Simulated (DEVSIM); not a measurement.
Device: GaP/Si n-p heterojunction, at 300 K.

| layer (left to right) | material | thickness (μm) | Nd (cm⁻³) | Na (cm⁻³) | τn (s) | τp (s) |
|---|---|---|---|---|---|---|
| 1 | GaP | 0.120 | 4.9e17 | - | 2.9e-7 | 2.9e-7 |
| 2 | Si | 2.80 | - | 8e15 | 2.9e-7 | 2.9e-7 |

Left contact: ohmic. Right contact: ohmic. Voltage is applied to the left contact. Recombination: SRH at mid-gap. Mobility is μmin + (μ − μmin)/(1 + (N/Nref)^α).

This is a model device: material constants are rounded textbook-type values typed into the input, and sizes, dopings and lifetimes were drawn at random. Values at 300 K.

```csv
parameter,GaP,Si
gap (eV),2.26,1.124
affinity (eV),3.8,4.05
permittivity,11.1,11.7
Nc (cm⁻³),1.8e19,2.86e19
Nv (cm⁻³),1.9e19,3.1e19
μn (cm²/Vs),250,1417
μp (cm²/Vs),150,470
"μn,min",10,52
"μp,min",10,45
"Nref,n",4.4e18,9.7e16
"Nref,p",1e18,2.2e17
αn,0.8,0.68
αp,0.85,0.72
```

Simulated with DEVSIM: 1D drift-diffusion, Boltzmann statistics, complete ionisation; no tunnelling, impact ionisation, image-force lowering or self-heating. Band offsets follow the typed affinities; no thermionic-emission limit at abrupt steps, no polarisation charge.

The thickness of layer 2 was swept, all else fixed.

```
thickness of layer 2 (μm)  dark forward voltage at 1 A/cm² (V)  dark forward voltage at 100 A/cm² (V)
-------------------------  -----------------------------------  -------------------------------------
0.56                                                     0.518                                  0.647
0.98                                                     0.538                                  0.667
1.7                                                      0.555                                  0.685
2.8                                                      0.569                                  0.699
4.8                                                      0.584                                  0.719
8.4                                                      0.598                                  0.738
14                                                       0.611                                  0.758
```

From the first row to the last the dark forward voltage at 1 A/cm² goes from 0.518 to 0.611. From the first row to the last the dark forward voltage at 100 A/cm² goes from 0.647 to 0.758.
